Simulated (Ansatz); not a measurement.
Start from HfB$_{2}$ (space group P6/mmm, No. 191; a = 3.1457 Å, c = 3.4863 Å; relaxed with 0.1 eV smearing). Axes: x lies along a and z along c of the hexagonal cell.

Method: Ansatz (an electronic-structure program), PBE, PAW, cutoff 420 eV, no spin-orbit coupling.

The change: biaxial strain +3.00 %, plane normal [001], relaxed out of plane (Cartesian); in-plane vectors clamped, the third vector and the atoms free.

Problem. Predict the new out-of-plane strain.

Solution. The out-of-plane strain is -1.62 %.

Problem. What does the calculation give for the in-plane stress after the change?

Solution. The mean in-plane stress (compression positive) amounts to -15.8 GPa.

No phonon test of stability was made. The final runs are not spin-polarised.
